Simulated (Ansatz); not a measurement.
BSi2As (model structure, started from the BC2N type, R3m, No. 160, 4 atoms in the cell), treated with PBE (Ansatz, a program for electronic structure, PAW).

Settings: plane-wave cutoff 520 eV, 18×18×18 k mesh, Fermi–Dirac smearing 0.05 eV, scalar-relativistic PAW data made under PBE.

Cell (relaxed at this level):

```xyz
4
Lattice="1.7921 1.0346 6.0630 -1.7921 1.0346 6.0630 0.0000 -2.0693 6.0630" Properties=species:S:1:pos:R:3 pbc="T T T"
B      0.0000     0.0000    -0.1076
As     0.0000     0.0000     2.0185
Si     0.0000     0.0000     9.2291
Si     0.0000     0.0000    11.5969
```

Task: Give the computed bulk modulus.

Result: 
bulk modulus: 99.4 GPa

The run finds no gap.

Note: the bulk modulus is −V dP/dV from two relaxed cells at ±2 % in volume; the relaxation could raise the start's symmetry but not lower it, so the cell can be a saddle point.

Computed values are for the static lattice.

It cost roughly 8 core-minutes of CPU time.

A model structure was made by putting elements into a prototype or built by hand; it is no filed structure, need not be a known phase, and can be a saddle point held by its symmetry.
